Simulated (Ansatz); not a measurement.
The density of states at the Fermi level in a series of structures.

Cell A: CuAu (P4/mmm), 2 atoms in the cell; spin state with r2SCAN: run without spin, k-point mesh 16×16×14 on the run's own vectors.
```yaml
crystal:
  lattice:
    - [2.85539, 0.00000, 0.00000]
    - [0.00000, 2.85539, 0.00000]
    - [0.00000, 0.00000, 3.56448]
  atoms:
    - { symbol: Cu, position: [0.50000, 0.50000, 0.50000] }
    - { symbol: Au, position: [0.00000, 0.00000, 0.00000] }
```

Cell B: CuPt (R-3m), 2 atoms in the cell; this is a cell whose start was taken from, or built on, an entry of a structure database, and that this text hasn't matched to a measured one; spin state with r2SCAN: run without spin, k-point mesh 20×20×20 on the run's own vectors.
```
CuPt
1.0
   -1.35878     2.35347     0.00000
   -2.71755     0.00000     0.00000
   -1.35878     0.78449     4.25823
Cu Pt
1 1
Direct
  0.00000   0.00000   0.00000
  0.50000   0.50000   0.50000
```

Computed with Ansatz (plane waves, PAW), its default PAW set, cutoff 500 eV. The structures are at rest with r2SCAN. Neutral cells; Fermi-Dirac smearing of at most 0.10 eV in the solids, energies taken to zero width. Spin-orbit coupling is left out. A dispersion term ran beside these levels; it doesn't touch the electrons. Both spins, broadened by a Gaussian of 0.2 eV on the run's mesh.

Predict the density of states at the Fermi level (states/eV per atom) of each cell with r2SCAN.


| cell | r2SCAN |
|---|---|
| A | 0.26 |
| B | 0.41 |

With r2SCAN the value of B exceeds that of A by 0.15 states/eV per atom.

Ansatz is a program for electronic structure.
